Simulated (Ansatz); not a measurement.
AlN under a change: N on a Al site (antisite), symmetric start

The parent structure is a 16-atom supercell of AlN in the zinc blende structure (space group F-43m, No. 216; a = 4.370 Å) at its relaxed geometry.

It is then changed as follows: a neutral N on a Al site (antisite), symmetric start, atoms relaxed at fixed cell.

Level of theory: r2SCAN (Ansatz, a first-principles code, PAW, no spin-orbit coupling), earlier PAW set. Settings: 5×5×5 k-points, 0.01 eV Fermi–Dirac smearing.

```csv
quantity,base,changed,shift
pressure,0.0 GPa,-2.0 GPa,-2.0 GPa
energy gained by relaxation,–,0.09 eV,–
largest displacement of a host atom from its site in the perfect cell,–,0.03 Å,–
mean distance from the defect site to its nearest host atoms,3.58 bohr,3.64 bohr,+0.066 bohr
```

Cost of the whole job for the changed cell (relaxation, final SCF and bands): very roughly 7 core-minutes.

The magnetic state is the one reached from the starting moments; the real material's order can differ, and small cells can't hold many antiferromagnetic ones. In so small a cell the defect repeats every few ångströms: this is an ordered compound, not a dilute defect. The defect started on the symmetric site and kept its symmetry, so it may sit on a saddle. Seeded moments were not kept for N on a Al site (antisite). The defect cell is spin-polarised and ends with 0.0 μB. This is not the structure that AlN has at room temperature and ambient pressure.
